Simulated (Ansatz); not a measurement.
**PBE against r2SCAN: AlN**

Take AlN in the zinc blende structure (space group F-43m, No. 216; a = 4.4032 Å) as the base.

(Cell as relaxed with PBE.)

Levels (all Ansatz, a program for electronic structure, PAW): PBE (420 eV, no SOC); r2SCAN (500 eV, spin-orbit coupling left out).

Each level relaxes its own structure.

```json
[
 {"quantity": "volume per atom", "PBE": "10.67 Å³", "r2SCAN": "…"},
 {"quantity": "lattice parameter a", "PBE": "4.403 Å", "r2SCAN": "…"},
 {"quantity": "band gap", "PBE": "3.31 eV", "r2SCAN": "…"},
 {"quantity": "gap character", "PBE": "indirect, Γ → X", "r2SCAN": "…"},
 {"quantity": "electron mass", "PBE": "0.53 mₑ along k, 0.33 mₑ across", "r2SCAN": "…"}
]
```

### Question
What does r2SCAN give?

### Answer

- volume per atom, r2SCAN: 10.43 Å³
- lattice parameter a, r2SCAN: 4.370 Å
- band gap, r2SCAN: 3.94 eV
- gap character, r2SCAN: indirect, Γ → X
- electron mass, r2SCAN: 0.51 mₑ along k, 0.33 mₑ across

PBE's volume per atom lies 0.24 Å³ above r2SCAN's (2.3 %); PBE's lattice parameter a lies 0.033 Å above r2SCAN's (0.8 %); PBE's band gap lies 0.63 eV below r2SCAN's; the two agree on the gap character. Neither level is exact; r2SCAN is the comparison here, not a measurement.

Effective masses come from finite differences of ±0.01 Å⁻¹. Along k means along the line from Γ to the band edge. Whether these cells are dynamically stable was not tested. This is not the structure that AlN has at room temperature and ambient pressure.
